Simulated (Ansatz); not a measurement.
Base system: Nb in the bcc (W type) structure (space group Im-3m, No. 229; relaxed with 0.1 eV smearing).

```
CELL_PARAMETERS angstrom
     -1.65223     1.65223     1.65223
      1.65223    -1.65223     1.65223
      1.65223     1.65223    -1.65223
ATOMIC_POSITIONS crystal
  Nb 0.00000 0.00000 0.00000
```

Calculations: r2SCAN, PAW, 500 eV (Ansatz, a first-principles code; no spin-orbit coupling).

Before the change:

* **Pressure**: 0.0 GPa

One thing is altered: the cell is scaled by 1.0250 in all directions, atoms relaxed at fixed cell.

### Question
Predict the new pressure.

### Answer
The pressure goes from zero to -11.3 GPa.

### Question
What does the calculation give for the energy relative to the base after the change?

### Answer
The energy goes up by 52 meV/atom.

The cells carry an imposed strain or load. Stability against distortions was not tested. The final runs are not spin-polarised.
